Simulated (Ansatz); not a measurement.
We consider CsSnI3 (P4/mbm, No. 127, 10 atoms in the cell; start COD 4117958; high-temperature phase), described by LDA (PAW; Ansatz, an electronic-structure program).

Run with plane-wave cutoff 520 eV, 4×4×6 k mesh (along the axes of the cell as run), Fermi–Dirac smearing 0.01 eV, scalar-relativistic PAW data made under PBE.

Cell (relaxed at this level):

Space group P4/mbm (No. 127); a = b = 8.3591 Å, c = 6.1553 Å, α = β = γ = 90.00°

| atom | site | symmetry | x | y | z |
|---|---|---|---|---|---|
| I | 2a | 4/m.. | 0.0000 | 0.0000 | 0.0000 |
| I | 4h | m.2m | 0.3130 | 0.1870 | 0.5000 |
| Sn | 2b | 4/m.. | 0.5000 | 0.5000 | 0.5000 |
| Cs | 2d | m.mm | 0.0000 | 0.5000 | 0.0000 |

Task: What does this level give for the band gap and direct gap at Γ?

Result: 
- band gap = 0.14 eV (on the SCF k mesh)
- direct gap at Γ = 1.70 eV

Note: the relaxation could not lower the start's symmetry, so the cell can be a saddle point above a distorted one.

Spin–orbit coupling is not included; it can close the smallest gap of 0.14 eV.

Computed values are for the static lattice.
